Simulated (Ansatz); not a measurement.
WSi2, response to strain

Base system: WSi2 (space group I4/mmm, No. 139; a = 3.2024 Å, c = 7.8177 Å; relaxed with 0.1 eV smearing).

Strains are applied to the cell and any free atomic positions relax.

Method: Ansatz (a quantum-chemistry and plane-wave program) PBEsol, spin-orbit coupling left out.

Candidates:
(a) isotropic strain +0.50 %
(b) isotropic strain −3.00 %
(c) isotropic strain −1.50 %
(d) isotropic strain −2.50 %
(e) isotropic strain +3.00 %

Notes on the quantities. energy relative to the base: free energy F.

Question: Order them by energy relative to the base, lowest first.

Answer: (a) isotropic strain +0.50 % (+2.1 meV/atom), (c) isotropic strain −1.50 % (+21 meV/atom), (d) isotropic strain −2.50 % (+59 meV/atom), (e) isotropic strain +3.00 % (+71 meV/atom), (b) isotropic strain −3.00 % (+87 meV/atom)

No phonon test of stability was made. The final runs are not spin-polarised.
